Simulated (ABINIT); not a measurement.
## Cost against accuracy: ngkpt for InSnBr₃ (P1, 5 atoms in the cell)

```
CELL_PARAMETERS angstrom
      5.81770     0.00000     0.00000
      0.16518     5.84168     0.00000
      0.28509     0.49725     5.84155
ATOMIC_POSITIONS crystal
  In 0.07959 0.10528 0.11759
  Sn 0.48789 0.49570 0.48014
  Br 0.99283 0.47854 0.44951
  Br 0.46196 0.45370 0.95143
  Br 0.47773 0.97679 0.44133
```

Computed with LDA (PW92), norm-conserving pseudopotentials (PseudoDojo nc-sr-04 LDA standard) (plane waves; ABINIT 10.0.3).

Base settings: pseudos = [In.upf, Sn.upf, Br.upf]; ecut = 36 Ha; occopt = 3; tsmear = 0.05 eV; ngkpt = 2 2 2; nshiftk = 1; shiftk = 0 0 0; potentials = PseudoDojo nc-sr-04 LDA standard; nband = 31; kptopt = 1.

Misses are taken against the tightest run, 4 4 4, which need not be fully converged itself. The energy is the free energy per atom.

The count of work is k-points × plane waves × bands × iterations; it is no time, and leaves out set-up, grids and terms that scale otherwise. Core times come from one kind of shared machine and are given to one figure; runs under 30 s give none.

The starting cell comes from a database of computed structures (which also holds hypothetical and non-ambient phases and stackings), without a prior relaxation at this level. Its lattice was rescaled by a random factor within 2.5 % of one.

```csv
ngkpt,energy less reference (meV/atom),pressure less reference (GPa),largest difference in the force on any atom (eV/Å),count of work / reference,core time / reference (rough)
1 1 1,-728.59,-3.39,1.467,0.014,–
2 2 2,126.13,1.03,0.490,0.11,0.2
3 3 3,-33.76,-0.42,0.163,0.39,0.5
4 4 4,0.00,0.00,0.000,1.0,1
```

The last two settings still differ by 34 meV/atom, so the table cannot show that the reference is converged.

Smallest miss in the energy for at most 0.2 times the reference's count of work: 2 2 2, with a miss of 130 meV/atom at a count of 0.11.

The step from 2 2 2 to 3 3 3: it takes the miss in the energy from 130 to 34 meV/atom, for 3.5 times the count of work and roughly 2 times the time.
